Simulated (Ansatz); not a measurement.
Consider WC (space group P-6m2, No. 187; relaxed with 0.1 eV smearing).

```
CELL_PARAMETERS angstrom
      2.89911     0.00000     0.00000
     -1.44955     2.51070     0.00000
      0.00000     0.00000     2.82680
ATOMIC_POSITIONS crystal
  W  0.00000 0.00000 0.00000
  C  0.33333 0.66667 0.50000
```

Cartesian axes are those of the cell as printed.

Calculations: DFT with PBEsol, PAW potentials and a 420 eV plane-wave cutoff in Ansatz (a program for electronic structure), scalar-relativistic without spin-orbit coupling.

Now apply this change: the cell is stretched by 0.50 % along z with no lateral relaxation; the atoms relax in the strained cell.

Q: What happens to the energy relative to the base and stress?

A: The energy increases by 0.8 meV/atom; the stress (xx, yy, zz, yz, xz, xy; compression positive) comes out as (-0.9, -0.9, -4.9, 0.0, 0.0, 0.0) GPa.

Whether these cells are dynamically stable was not tested. All final runs are without spin polarisation.
